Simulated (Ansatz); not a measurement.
For BeTe (model structure, started from the litharge type, P4/nmm, No. 129, 4 atoms in the cell), PBE in Ansatz (PAW) gives:

| Quantity | Value |
|---|---|
| lattice parameter a | 5.034 Å |
| lattice parameter c | 5.479 Å |
| enthalpy of formation | 0.400 eV/atom |

Task: What does PBE-D3(BJ) (Ansatz, a quantum-chemistry and plane-wave program, plane waves, PAW) give for the same quantities?

Result: 
- lattice constant a: 4.991 Å (decreases by 0.9 %)
- lattice parameter c: 3.997 Å (decreases by 27 %)
- formation enthalpy: 0.546 eV/atom (rises by 0.146 eV/atom)

Changes are worked out from the printed values.

Unless a cell is named, each level is at its own relaxed cell (PBE 34.71, PBE-D3(BJ) 24.89 Å³/atom).

Levels without +SOC leave out spin–orbit coupling, which shifts energies and cells of such heavy elements.

Ansatz's density-functional and Hartree–Fock values are scalar-relativistic unless marked +SOC, with PAW data made under PBE.

A model structure was made by putting elements into a prototype or built by hand; it is no filed structure, need not be a known phase, and can be a saddle point held by its symmetry.
